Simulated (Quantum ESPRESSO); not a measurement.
Quantum ESPRESSO run on Pd (Fm-3m, 1 atom in the cell): self-consistent single point.

Method: PBE, SSSP 1.1.2 precision (PBE) pseudopotentials (plane waves; Quantum ESPRESSO).

The change in words: lattice scaled by 0.98; ecutrho: default → 300 Ry. Reference geometry:
```xyz
1
Lattice="0.0000 1.9508 1.9508 1.9508 0.0000 1.9508 1.9508 1.9508 0.0000" Properties=species:S:1:pos:R:3 pbc="T T T"
Pd     0.0000     0.0000     0.0000
```

Reference input (self-consistent single point, DFT, PBE, plane waves, SSSP 1.1.2 precision (PBE) pseudopotentials): ecutwfc = 75 Ry; occupations = smearing; smearing = fd; degauss = 0.0073499 Ry; potentials = {Pd: Pd_ONCV_PBE-1.0.oncvpsp.upf}; K_POINTS = automatic 10 10 10 0 0 0; conv_thr = 1e-09 Ry; mixing_beta = 0.4. This run's input differs from it in these lines:

```diff
@@ -13,2 +13,3 @@
     ecutwfc = 75
+    ecutrho = 300
     occupations = 'smearing'
@@ -28,5 +29,5 @@
 CELL_PARAMETERS {angstrom}
-   0.00000000     1.95083500     1.95083500
-   1.95083500     0.00000000     1.95083500
-   1.95083500     1.95083500     0.00000000
+   0.00000000     1.91181800     1.91181800
+   1.91181800     0.00000000     1.91181800
+   1.91181800     1.91181800     0.00000000
```

Output, abridged:

```
     Self-consistent Calculation

     iteration #  1     ecut=    75.00 Ry     beta= 0.40

     Threshold (ethr) on eigenvalues was too large:
     Diagonalizing with lowered threshold

     total energy              =    -253.20310578 Ry
     estimated scf accuracy    <       0.00965026 Ry

     iteration #  2     ecut=    75.00 Ry     beta= 0.40

     total energy              =    -253.20424354 Ry
     estimated scf accuracy    <       0.00078052 Ry

     iteration #  3     ecut=    75.00 Ry     beta= 0.40

     total energy              =    -253.20417563 Ry
     estimated scf accuracy    <       0.00021344 Ry

   [... 4 blocks of this kind left out ...]

     iteration #  8     ecut=    75.00 Ry     beta= 0.40

     total energy              =    -253.20419188 Ry
     estimated scf accuracy    <          1.6E-09 Ry

     iteration #  9     ecut=    75.00 Ry     beta= 0.40
     End of self-consistent calculation

     the Fermi energy is    21.6487 ev

!    total energy              =    -253.20419188 Ry
     estimated scf accuracy    <          1.4E-10 Ry
     smearing contrib. (-TS)   =      -0.00379034 Ry
     internal energy E=F+TS    =    -253.20040154 Ry

     convergence has been achieved in   9 iterations

     Forces acting on atoms (cartesian axes, Ry/au):

     atom    1 type  1   force =     0.00000000    0.00000000    0.00000000

     Total force =     0.000000     Total SCF correction =     0.000000

          total   stress  (Ry/bohr**3)                   (kbar)     P=      200.23
   0.00136116   0.00000000   0.00000000          200.23        0.00        0.00
   0.00000000   0.00136116   0.00000000            0.00      200.23        0.00
   0.00000000   0.00000000   0.00136116            0.00        0.00      200.23

   JOB DONE.
```

The run converged in 9 iterations. Against the reference run the free energy rises by 68.9 meV/atom and the pressure goes from 5.79 to 20.02 GPa.

The starting cell has typed, rounded lattice constants, without a prior relaxation at this level. Its lattice was rescaled by up to half a per cent. For this run, on top of that: lattice scaled by 0.98. Spin polarisation is off.
